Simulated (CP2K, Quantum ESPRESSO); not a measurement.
A Quantum ESPRESSO input for a self-consistent single point of LiNbSe₂ (P6_3/mmc, 8 atoms in the cell) (DFT, LDA (PZ), plane waves, GBRV 1.5 ultrasoft (LDA) pseudopotentials):

```fortran
&control
  calculation = 'scf',
  prefix = 'linbse2',
  outdir = './tmp/',
  pseudo_dir = './',
  tprnfor = .true.,
  tstress = .true.,
/
&system
  ibrav = 4,
  celldm(1) = 6.6769879740,
  celldm(3) = 3.832757523568,
  nat = 8,
  ntyp = 3,
  ecutwfc = 40,
  ecutrho = 320,
  occupations = 'fixed',
  nbnd = 32,
/
&electrons
  conv_thr = 1.0d-10,
  mixing_beta = 0.4,
/
ATOMIC_SPECIES
Li     6.9400  li_lda_v1.4.uspp.F.UPF
Nb    92.9064  nb_lda_v1.uspp.F.UPF
Se    78.9710  se_lda_v1.uspp.F.UPF
ATOMIC_POSITIONS bohr
Li    0.0000000000    0.0000000000    0.0000000000
Li    0.0000000000    0.0000000000   12.7956379460
Nb    0.0000000000    0.0000000000    6.3978189730
Nb    0.0000000000    0.0000000000   19.1934569190
Se    0.0000000000    3.8549608042    3.2488124745
Se    3.3384939870    1.9274804021   22.3424634176
Se    3.3384939870    1.9274804021   16.0444504205
Se    0.0000000000    3.8549608042    9.5468254715
K_POINTS automatic
6 6 2  0 0 0
```

Q: Translate this input to CP2K.

A: One input that does it (others would too):

```
&GLOBAL
  PROJECT run
  RUN_TYPE ENERGY_FORCE
  PRINT_LEVEL LOW
&END GLOBAL
&FORCE_EVAL
  METHOD Quickstep
  STRESS_TENSOR ANALYTICAL
  &DFT
    BASIS_SET_FILE_NAME BASIS_MOLOPT
    POTENTIAL_FILE_NAME GTH_POTENTIALS
    &QS
      METHOD GPW
      EPS_DEFAULT 1E-10
    &END QS
    &MGRID
      CUTOFF 500
      REL_CUTOFF 50
      NGRIDS 5
    &END MGRID
    &SCF
      SCF_GUESS ATOMIC
      EPS_SCF 1E-7
      MAX_SCF 100
      ADDED_MOS 10
      &DIAGONALIZATION
        ALGORITHM STANDARD
      &END DIAGONALIZATION
      &MIXING
        METHOD BROYDEN_MIXING
        ALPHA 0.3
        NBUFFER 8
      &END MIXING
    &END SCF
    &KPOINTS
      SCHEME MONKHORST-PACK 6 6 2
      GAMMA_CENTERED T
    &END KPOINTS
    &XC
      &XC_FUNCTIONAL PADE
      &END XC_FUNCTIONAL
    &END XC
    &PRINT
      &MO
        EIGENVALUES T
        OCCUPATION_NUMBERS T
        NDIGITS 8
        FILENAME mo
        &EACH
          QS_SCF 0
        &END EACH
        ADD_LAST NUMERIC
      &END MO
      &MULLIKEN OFF
      &END MULLIKEN
    &END PRINT
  &END DFT
  &SUBSYS
    &CELL
      ABC 3.53331000 3.53330981 13.54232000
      ALPHA_BETA_GAMMA 90.00000000 90.00000000 120.00000178
      PERIODIC XYZ
    &END CELL
    &COORD
      Li       0.00000000     0.00000000     0.00000000
      Li       0.00000000     0.00000000     6.77116000
      Nb       0.00000000     0.00000000     3.38558000
      Nb       0.00000000     0.00000000    10.15674000
      Se      -0.00000177     2.03995835     1.71919752
      Se       1.76665677     1.01997765    11.82312248
      Se       1.76665677     1.01997765     8.49035752
      Se      -0.00000177     2.03995835     5.05196248
    &END COORD
    &KIND Li
      BASIS_SET DZVP-MOLOPT-SR-GTH-q3
      POTENTIAL GTH-PADE-q3
    &END KIND
    &KIND Nb
      BASIS_SET DZVP-MOLOPT-SR-GTH-q13
      POTENTIAL GTH-PADE-q13
    &END KIND
    &KIND Se
      BASIS_SET DZVP-MOLOPT-SR-GTH-q6
      POTENTIAL GTH-PADE-q6
    &END KIND
  &END SUBSYS
  &PRINT
    &FORCES ON
    &END FORCES
    &STRESS_TENSOR ON
    &END STRESS_TENSOR
  &END PRINT
&END FORCE_EVAL
```

Basis, cutoffs, solver keys and any potentials are the target program's own. This input uses DFT LDA (Pade form), GPW, DZVP-MOLOPT-SR-GTH basis, GTH-PADE potentials (GTH_POTENTIALS). LDA parametrisations can differ slightly between programs.

The starting cell comes from a database of computed structures (which also holds hypothetical and non-ambient phases and stackings), without a prior relaxation at this level.
